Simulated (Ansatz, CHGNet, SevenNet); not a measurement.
HgS (P3₂21, No. 154, 6 atoms in the cell; start COD 9012082): properties by level of theory

| level (code) | equilibrium lattice constant a (Å) | lattice parameter c (Å) |
|---|---|---|
| CHGNet 0.3.0 | 4.498 | 9.918 |
| SevenNet-0 | (withheld) | 9.778 |
| LDA (Ansatz) | 4.037 | (withheld) |
| PBEsol (Ansatz) | 4.140 | (withheld) |
| PBE-D3(BJ) (Ansatz) | 4.164 | 9.506 |

Problem. Some entries are withheld; supply them.

Solution. 
- SevenNet-0, equilibrium lattice constant a (Å): 4.394
- LDA (Ansatz, an electronic-structure program), lattice parameter c (Å): 9.284
- PBEsol (Ansatz), lattice parameter c (Å): 9.409

Caveats: the relaxation could not lower the start's symmetry, so the cell can be a saddle point above a distorted one (CHGNet 0.3.0, SevenNet-0, PBE-D3(BJ)). Ansatz's density-functional and Hartree–Fock values are scalar-relativistic unless marked +SOC, with PAW data made under PBE.

Computed values are for the static lattice.
